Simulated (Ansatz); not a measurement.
Given:

```yaml
crystal:
  lattice:
    - [-1.82480, 1.82480, 4.61408]
    - [1.82480, -1.82480, 4.61408]
    - [1.82480, 1.82480, -4.61408]
  atoms:
    - { symbol: Ti, position: [0.75000, 0.25000, 0.50000] }
    - { symbol: Ti, position: [0.00000, 0.00000, 0.00000] }
    - { symbol: O, position: [0.53938, 0.03938, 0.50000] }
    - { symbol: O, position: [0.78938, 0.78938, 0.00000] }
    - { symbol: O, position: [0.21062, 0.21062, 0.00000] }
    - { symbol: O, position: [0.96062, 0.46062, 0.50000] }
```

No spin polarisation.

The values are results of plane-wave PAW DFT at the LDA level (Ansatz, an electronic-structure program, 420 eV), no spin-orbit coupling, not measurements. k-mesh 12×12×12 (Γ-centred); smearing 0.05 eV (Fermi–Dirac).

Problem. Predict the band gap, smallest direct gap and pressure.

Solution. 
* **Band gap**: 2.13 eV
* **Smallest direct gap**: 2.56 eV
* **Pressure (mean of the normal stresses, compression positive)**: 18.52 GPa

The cells carry an imposed strain or load. No phonon test of stability was made. All final runs are without spin polarisation. The cell was made from TiO2 in the anatase structure (space group I4_1/amd, No. 141) by this change: isotropic strain −2.40 %.
